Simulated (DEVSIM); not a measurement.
Device: abrupt GaP p-n junction, at 250 K.

Layer 1 from the left is GaP, thickness (μm) 5.80, Na (cm⁻³) 3.6e16, τn (s) 1.4e-7, τp (s) 1.4e-7. Layer 2 from the left is GaP, thickness (μm) 1.60, Nd (cm⁻³) 1.8e16, τn (s) 1.4e-7, τp (s) 1.4e-7.

Left contact: ohmic. Right contact: ohmic. Voltage is applied to the left contact. Recombination: SRH at mid-gap, Auger. Mobility is μmin + (μ − μmin)/(1 + (N/Nref)^α).

The device is made up for the run: typed textbook-type constants, with dimensions and the other settings drawn at random. Values at 300 K; Nc and Nv go as T^1.5, mobilities as T to minus their exponent, the gap by Varshni's rule with the affinity fixed.

GaP: gap (eV) 2.26, affinity (eV) 3.8, permittivity 11.1, Nc (cm⁻³) 1.8e19, Nv (cm⁻³) 1.9e19, μn (cm²/Vs) 250, μp (cm²/Vs) 150, μn,min 10, μp,min 10, Nref,n 4.4e18, Nref,p 1e18, αn 0.8, αp 0.85, T exponent of μn 1.6, T exponent of μp 1.98, Cn (cm⁶/s) 1e-30, Cp (cm⁶/s) 1e-30, Varshni α (eV/K) 0.00058, Varshni β (K) 372.

Simulated with DEVSIM: 1D drift-diffusion, Boltzmann statistics, complete ionisation; no tunnelling, impact ionisation, image-force lowering or self-heating.

Dark forward current:

| |V| (V) | |J| (A/cm²) |
|---|---|
| 0.90 | 1.228e-13 |
| 0.95 | 4.015e-13 |
| 1.00 | 1.315e-12 |
| 1.05 | 4.313e-12 |
| 1.10 | 1.417e-11 |
| 1.15 | 4.662e-11 |
| 1.20 | 1.537e-10 |
| 1.25 | 5.082e-10 |
| 1.30 | 1.685e-9 |
| 1.35 | 5.612e-9 |
| 1.40 | 1.881e-8 |
| 1.45 | 6.394e-8 |
| 1.50 | 2.243e-7 |
| 1.55 | 8.501e-7 |
| 1.60 | 3.803e-6 |
| 1.65 | 2.214e-5 |
| 1.70 | 0.0001679 |
| 1.75 | 0.001502 |
| 1.80 | 0.01449 |
| 1.85 | 0.1434 |
| 1.90 | 1.396 |
| 1.95 | 11.31 |
| 2.00 | 53.13 |
| 2.05 | 148.3 |
| 2.10 | 308.2 |
| 2.15 | 538.1 |

### Question
Work out the local ideality factor n = ΔV / (kT/q · ln(J2/J1)) between the rows 0.90 and 0.95 V, 1.80 and 1.85 V, 2.10 and 2.15 V.

### Answer
kT/q = 21.54 mV. From 0.90 to 0.95 V: ln(4.015e-13/1.228e-13) = 1.185, n = 1.96, near the 2 of recombination in the depletion region. From 1.80 to 1.85 V: ln(0.1434/0.01449) = 2.292, n = 1.01, near the 1 of diffusion or emission over a barrier. From 2.10 to 2.15 V: ln(538.1/308.2) = 0.557, n = 4.17.

### Question
Estimate the current at 1.80 V from the Shockley equation with J0 = Σ q ni² D/(N L) coth(W/L), τ joining the SRH, radiative and Auger lifetimes that are on, and W taken as the whole layer.

### Answer
ni² = 2.18e-8 cm⁻⁶; electrons in the p layer: μ = 328 cm²/Vs, D = 7.06 cm²/s, τ = 1.40e-7 s, L = 9.94 μm, W/L = 0.58, term 1.31e-39 A/cm²; holes in the n layer: μ = 209 cm²/Vs, D = 4.50 cm²/s, τ = 1.40e-7 s, L = 7.94 μm, W/L = 0.20, term 5.53e-39 A/cm². J0 = 6.85e-39 A/cm², and J = J0 exp(qV/kT) = 0.0134 A/cm². The simulation gives 0.0145 A/cm²; the estimate lies 7.5 % below. The estimate leaves out recombination in the depletion region and that region's share of W.
